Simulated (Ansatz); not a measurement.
**GaAs, response to strain**

The parent structure is GaAs in the zinc blende structure (space group F-43m, No. 216; a = 5.7456 Å).

Strains are applied to the cell and any free atomic positions relax.

Method: Ansatz (a program for electronic structure), PBE, PAW, cutoff 420 eV, scalar-relativistic without spin-orbit coupling.

Candidates:
(a) isotropic strain +2.00 %
(b) isotropic strain −3.00 %
(c) isotropic strain −2.50 %

Base values:

| Quantity | Value |
|---|---|
| Band gap | 0.16 eV |

### Question
Order them by band gap, highest first.

### Answer
(b) isotropic strain −3.00 % (0.84 eV), (c) isotropic strain −2.50 % (0.73 eV), (a) isotropic strain +2.00 % (zero)

The mesh was chosen for an insulator and is coarse for the gapless case. No phonon test of stability was made. All final runs are without spin polarisation. The zero or small gap of GaAs can change with the level of theory.
